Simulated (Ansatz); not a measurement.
InP under load (space group F-43m), r2SCAN with spin-orbit coupling, rigid bands run with Ansatz (a first-principles code). Condition of this run: hydrostatic pressure of 2 GPa (compression positive) (the target of the relaxation). Band gap 1.25 eV, N_c = 7.21e17 cm⁻³ and N_v = 2.31e19 cm⁻³ at 300 K, conductivity masses of 0.0993 mₑ (electrons) and 0.541 mₑ (holes). Take k_BT = 0.02585 eV.

Task: What thermal injection velocity √(2k_BT/πm) limits a ballistic channel?

Result: 1.71e7 cm/s for electrons and 7.31e6 cm/s for holes, a ratio of √(m_h/m_e) = 2.33, for dilute carriers.

Task: Find the intrinsic carrier density and the intrinsic Fermi level.

Result: n_i = √(N_c N_v) exp(−E_g/2k_BT) = 4.08e18 × exp(−24.18) = 1.3e8 cm⁻³. The level lies (k_BT/2) ln(N_v/N_c) = 45 meV from mid-gap (positive towards the conduction band). Each 0.1 eV added to the gap lowers n_i by a factor of 6.9.

Rigid bands with the computed gap; masses take one relaxation time for all states. Geometry: cell and atoms relaxed with PBEsol.
